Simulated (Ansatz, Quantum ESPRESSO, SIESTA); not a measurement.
# One structure in several programs: MgV2O4 (P-1, 7 atoms in the cell)

Self-consistent single point.

```yaml
crystal:
  lattice:
    - [3.06574, 0.00000, 0.00000]
    - [-0.00945, 5.25307, 0.00000]
    - [-1.51799, -1.26862, 4.90800]
  atoms:
    - { symbol: Mg, position: [0.00000, 0.50000, 0.00000] }
    - { symbol: V, position: [0.76853, 0.76420, 0.53759], spin: 2.0 }
    - { symbol: V, position: [0.23147, 0.23580, 0.46241], spin: 2.0 }
    - { symbol: O, position: [0.84803, 0.15094, 0.69683] }
    - { symbol: O, position: [0.15197, 0.84906, 0.30317] }
    - { symbol: O, position: [0.37115, 0.60682, 0.74213] }
    - { symbol: O, position: [0.62885, 0.39318, 0.25787] }
```
(The spins are starting values, not results.)

Shared settings, as Ansatz (an electronic-structure program) writes them: kpoints.mp_grid.grid = 4 3 3; scf.occupations.method = fermi_dirac; scf.occupations.width = 0.05 eV. Potentials and cutoffs stand in the table.

```
code                                                                                                                                 model  pressure (GPa)  largest force (eV/Å)  size of the net moment (μB/atom)       cutoff
----------------  ------------------------------------------------------------------------------------------------------------------------  --------------  --------------------  --------------------------------  -----------
SIESTA            LDA PW92, numerical atomic orbitals DZP, PseudoDojo LDA standard norm-conserving potentials (rewritten from UPF to PSML)          -19.35                 0.711                              0.57  grid 350 Ry
Quantum ESPRESSO                                                                       LDA (PZ), GBRV 1.5 ultrasoft (LDA) pseudopotentials          -20.36                 0.691                              0.57        50 Ry
Ansatz                                                                                                 LDA (PW92), PAW files made with PBE          -21.01                 0.709                              0.57      default
```

Size of the force on each atom (eV/Å): Sizes of forces hide their directions.

```
code                Mg1     V2     V3     O4     O5     O6     O7
----------------  -----  -----  -----  -----  -----  -----  -----
SIESTA            0.000  0.434  0.434  0.711  0.711  0.626  0.626
Quantum ESPRESSO  0.000  0.465  0.465  0.691  0.691  0.658  0.658
Ansatz            0.000  0.474  0.474  0.709  0.709  0.669  0.669
```

On Ansatz's run: the magnetic order is the one reached from the typed start; others were not searched systematically.

The spread over the programs that give each value: pressure within 1.66 GPa; largest force within 0.020 eV/Å; size of the net moment within 0.00 μB/atom.

SIESTA uses small atom-centred bases, whose incompleteness enters pressures, forces and empty levels differently from a plane-wave cutoff. Ansatz's pressure is given at a fixed set of plane waves, as the other plane-wave codes print theirs; with its correction for the finite basis it is -20.39 GPa (the shift of 0.63 GPa shows how far the cutoff is from converged). The same LDA comes in different parametrisations, which differ slightly. In the pressure, SIESTA (by 1.34) lies more than 1 GPa from the median of the plane-wave programs. In the force vectors, SIESTA (by 0.121) lies more than 0.08 eV/Å from the median of the plane-wave programs.

The shared mesh is coarse (it stands for a supercell whose shortest vector is 12 Å), so the values are not converged in it.

The starting cell comes from a database of computed structures (which also holds hypothetical and non-ambient phases and stackings), without a prior relaxation at this level. Its lattice was rescaled by a random factor within 2.5 % of one.

Keys are those of Ansatz 0.2.
